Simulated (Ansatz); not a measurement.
Structures of equal composition on the (110) surface of bcc Nb: a layer of Si in place of the second plane; a layer of Si in place of the third plane. The slabs share one bottom face, and each structure is named by its start. These are constructed structures in small cells; real faces may alloy, dewet or reconstruct in larger ones, and not all known structures of the face are among them. Slabs of about 12 Å with all that they carry, Fermi-Dirac smearing of 0.1 eV. Bottom of the slabs: a bare face, its two planes held. Relaxed from the named starts with such symmetry as they have, on meshes of like density; energies extrapolated to zero smearing; no spin-orbit coupling, no U. Spin-polarised runs, if any, are marked in brackets, and their order is one that fits the cell; the others ran without spin.

All values below come from PBE (plane waves to 420 eV, PAW; Ansatz, a quantum-chemistry and plane-wave program).

Task: Order them by energy per 1x1 cell (lowest first) at the level PBE.

Result: a layer of Si in place of the third plane (0.000 eV), a layer of Si in place of the second plane (0.263 eV)
